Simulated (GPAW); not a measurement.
A user runs GPAW on BiHSe2O6 (Cc, 20 atoms in the cell) and asks whether the run is sound. The aim is a self-consistent single point with DFT LDA (Perdew-Wang 92), LCAO dzp, GPAW PAW datasets LDA (gpaw-data 1.0.1).

Input as run:

```python
from ase import Atoms
from gpaw import GPAW

atoms = Atoms(['Bi', 'Bi', 'H', 'H', 'Se', 'Se', 'Se', 'Se', 'O', 'O', 'O', 'O', 'O', 'O', 'O', 'O', 'O', 'O', 'O', 'O'],
              cell=[[2.857310, -3.633570, 0.000000],
                    [2.857310, 3.633570, 0.000000],
                    [-0.057954, 0.000000, 16.454408]],
              scaled_positions=[[0.998330, 0.442150, 0.911410],
                                [0.442150, 0.998330, 0.411410],
                                [0.175470, 0.253630, 0.126110],
                                [0.253630, 0.175470, 0.626110],
                                [0.475180, 0.990320, 0.062550],
                                [0.990320, 0.475180, 0.562550],
                                [0.614180, 0.851360, 0.794760],
                                [0.851360, 0.614180, 0.294760],
                                [0.158160, 0.851040, 0.008820],
                                [0.851040, 0.158160, 0.508820],
                                [0.627710, 0.318670, 0.014340],
                                [0.318670, 0.627710, 0.514340],
                                [0.314270, 0.142490, 0.148870],
                                [0.142490, 0.314270, 0.648870],
                                [0.236730, 0.734710, 0.803670],
                                [0.734710, 0.236730, 0.303670],
                                [0.729050, 0.768710, 0.893550],
                                [0.768710, 0.729050, 0.393550],
                                [0.666910, 0.230730, 0.812090],
                                [0.230730, 0.666910, 0.312090]],
              pbc=True)

calc = GPAW(mode='lcao',
            h=0.2,
            xc='LDA',
            kpts={'size': (4, 4, 1), 'gamma': True},
            occupations={'name': 'fixed-uniform'},
            convergence={'density': 1e-05},
            symmetry={'symmorphic': False, 'tolerance': 0.0005},
            maxiter=100,
            txt='-')

atoms.calc = calc

energy = atoms.get_potential_energy()
print('Energy (eV):', round(energy, 6))
forces = atoms.get_forces()
print('Forces (eV/Ang):')
print(forces.round(5))
```

Output (repeated stretches shortened):

```
Input parameters:
  convergence: {density: 1e-05}
  h: 0.2
  kpts: {gamma: True,
         size: (4, 4, 1)}
  maxiter: 100
  mode: lcao
  occupations: {name: fixed-uniform}
  symmetry: {symmorphic: False,
             tolerance: 0.0005}

species:
  Bi:
    name: Bismuth
    Z: 83.0
    valence: 15
   [... lines left out ...]
  10 O      2.703270   -1.122918    0.235956    ( 0.0000,  0.0000,  0.0000)
  11 O      2.674293    1.122918    8.463160    ( 0.0000,  0.0000,  0.0000)
  12 O      1.296477   -0.624175    2.449568    ( 0.0000,  0.0000,  0.0000)
  13 O      1.267500    0.624175   10.676772    ( 0.0000,  0.0000,  0.0000)
  14 O      2.729129    1.809445   13.223914    ( 0.0000,  0.0000,  0.0000)
  15 O      2.758106   -1.809445    4.996710    ( 0.0000,  0.0000,  0.0000)
  16 O      4.227780    0.144107   14.702836    ( 0.0000,  0.0000,  0.0000)
  17 O      4.256757   -0.144107    6.475632    ( 0.0000,  0.0000,  0.0000)
  18 O      2.517772   -1.584891   13.362460    ( 0.0000,  0.0000,  0.0000)
  19 O      2.546749    1.584891    5.135256    ( 0.0000,  0.0000,  0.0000)

Unit cell:
           periodic     x           y           z      points  spacing
  1. axis:    yes    2.857310   -3.633570    0.000000    24     0.1872
  2. axis:    yes    2.857310    3.633570    0.000000    24     0.1872
  3. axis:    yes   -0.057954    0.000000   16.454408    84     0.1959

  Lengths:   4.622451   4.622451  16.454510
  Angles:   90.124740  90.124740 103.639502

Effective grid spacing dv^(1/3) = 0.1919
     iter     time        total  log10-change:
                         energy   eigst   dens
iter:   1 --:--:--  -117.882374        c
iter:   2 --:--:--  -109.399389        c -0.77
iter:   3 --:--:--   -79.586266        c -0.82
iter:   4 --:--:--   -79.588838        c -1.40
iter:   5 --:--:--   -78.300690        c -1.35
iter:   6 --:--:--   -77.674258        c -1.60
iter:   7 --:--:--   -77.356568        c -1.78
iter:   8 --:--:--   -77.330143        c -2.39
iter:   9 --:--:--   -77.326260c       c -2.66
iter:  10 --:--:--   -77.324449c       c -2.76
   [... lines left out ...]
iter:  19 --:--:--   -77.323212c       c -4.05
iter:  20 --:--:--   -77.323207c       c -4.14
iter:  21 --:--:--   -77.323205c       c -4.25
iter:  22 --:--:--   -77.323205c       c -4.31
iter:  23 --:--:--   -77.323205c       c -4.37
iter:  24 --:--:--   -77.323205c       c -4.48
iter:  25 --:--:--   -77.323204c       c -4.55
iter:  26 --:--:--   -77.323204c       c -4.68
iter:  27 --:--:--   -77.323204c       c -4.76
iter:  28 --:--:--   -77.323204c       c -4.84
iter:  29 --:--:--   -77.323204c       c -4.90
iter:  30 --:--:--   -77.323204c       c -5.05c
Converged after 30 iterations.

Dipole moment: (4.176586, 0.000000, -41.232817) |e|*Ang

Energy contributions relative to reference atoms: (reference = -1457504.544648)

Kinetic:       +258.841509
Potential:     -206.189355
External:        +0.000000
XC:            -134.325865
Entropy (-ST):   +0.000000
Local:           +4.350508
SIC:             +0.000000
--------------------------
Free energy:    -77.323204
Extrapolated:   -77.323204

Showing only first 2 kpts
 Kpt  Band  Eigenvalues  Occupancy
  0    62      2.40977    2.00000
  0    63      2.42047    2.00000
  0    64      5.20598    0.00000
  0    65      5.34485    0.00000

  1    62      2.29854    2.00000
  1    63      2.34574    2.00000
  1    64      5.53674    0.00000
  1    65      5.62992    0.00000

   [... lines left out ...]
Fermi level: 3.85632
Gap: 2.699 eV
Direct gap: 2.786 eV
   [... lines left out ...]
 10 O     4.04138    1.97930   -2.49365
 11 O     4.04138   -1.97930   -2.49365
 12 O     0.32617   -2.93908    4.39919
 13 O     0.32617    2.93908    4.39919
 14 O    -4.28668    2.92679    0.65883
 15 O    -4.28668   -2.92679    0.65883
 16 O     0.24621   -1.39971    3.84840
 17 O     0.24621    1.39971    3.84840
 18 O     3.39896    3.28471    0.83427
 19 O     3.39896   -3.28471    0.83427
```

### Question
Is this run sound? If not, what is wrong?

### Answer
The run is not sound. The fault is no basis set named in LCAO mode. Left out, the program falls back to a minimal basis. To fix it, name the basis. The run converged in 30 iterations without an error; against the sound input the free energy goes up by 1.57 eV/atom, the largest force goes from 0.713 to 6.969 eV/Å and the gap on the mesh goes from 3.497 to 2.699 eV.

An input that runs soundly differs in these lines (not the only fix; some lines may just follow from the change or write a value another way):
```diff
+            basis='dzp',
```

With that input, the run converged in 23 iterations: free energy E − TS (from the program's reference atoms) -108.7168 eV; top of the valence band (on the code's own zero) 1.35 eV; gap on the k-point mesh 3.50 eV; largest force (vector length) 0.713 eV/Å (DFT LDA (Perdew-Wang 92), LCAO dzp, GPAW PAW datasets LDA (gpaw-data 1.0.1)).

On the sound input: the starting cell comes from a database of computed structures (which also holds hypothetical and non-ambient phases and stackings), without a prior relaxation at this level. Spin-orbit coupling is off. Values carry the incompleteness of an atom-centred basis.
